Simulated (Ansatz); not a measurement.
## Converging the k-point mesh at a smearing width of 0.05 eV: Zr (Im-3m, 1 atom in the cell)

```xyz
1
Lattice="-1.7998 1.7998 1.7998 1.7998 -1.7998 1.7998 1.7998 1.7998 -1.7998" Properties=species:S:1:pos:R:3 pbc="T T T"
Zr     0.0000     0.0000     0.0000
```

Method: LDA (PW92), PAW files made with PBE (plane waves; Ansatz, a program for electronic structure).

Base settings: basis.ecutwfc = 30.9 Ry; kpoints.mp_grid.grid = 13 13 13; hamiltonian.xc = lda; hamiltonian.pseudopotentials = {kind: paw} (the program's default PAW files); scf.occupations.method = fermi_dirac; scf.occupations.width = 0.0073 Ry.

In this ladder: scf.occupations.width = 0.0037 Ry.

The second cell is the first with its lattice scaled by 0.98.

Only quantities that move along the ladder and can be compared are tabulated.

The count of work is k-points × plane waves × bands × iterations; it is no time. 

The starting cell comes from a database of computed structures (which also holds hypothetical and non-ambient phases and stackings), without a prior relaxation at this level. Its lattice was rescaled by up to half a per cent. In the base run, with a pressure of about -8 GPa the cell is away from its equilibrium volume at this level. Ansatz's pressure includes its estimate of the finite-basis (Pulay) stress.

Steps (kpoints.mp_grid.grid): 5 5 5; 6 6 6; 7 7 7; 8 8 8; 10 10 10; 12 12 12; 14 14 14; 17 17 17; 21 21 21; 25 25 25; 30 30 30.

Problem. What is the coarsest kpoints.mp_grid.grid that holds the pressure within 0.2 GPa of the last step, with all finer ones?

Solution. 12 12 12, at 0.096 of the last step's count of work; the step before is off by 0.35 GPa.

Problem. What is the coarsest kpoints.mp_grid.grid that holds the free energy within 1 meV/atom of the last step, with all finer ones?

Solution. 12 12 12, at 0.096 of the last step's count of work; the step before is off by 3.7 meV/atom.

Problem. What is the coarsest kpoints.mp_grid.grid that holds the energy of the compressed cell less the first within 1 meV/atom of the last step, with all finer ones?

Solution. 12 12 12, at 0.096 of the last step's count of work; the step before is off by 3.4 meV/atom.

```tsv
kpoints.mp_grid.grid	free energy less the last step's (meV/atom)	energy of the compressed cell less the first (meV/atom)	pressure (GPa)	count of work / last
5 5 5	-53.55	-49.27	-8.45	0.013
6 6 6	8.12	-57.88	-9.08	0.021
7 7 7	45.42	-49.52	-7.66	0.027
8 8 8	3.48	-46.74	-7.84	0.039
10 10 10	-3.75	-55.40	-8.69	0.062
12 12 12	-0.27	-51.47	-8.32	0.096
14 14 14	-0.32	-52.31	-8.36	0.14
17 17 17	-0.61	-52.65	-8.44	0.22
21 21 21	-0.45	-52.47	-8.42	0.38
25 25 25	0.05	-52.44	-8.38	0.61
30 30 30	0.00	-52.03	-8.34	1.0
```

Keys are those of Ansatz 0.2.
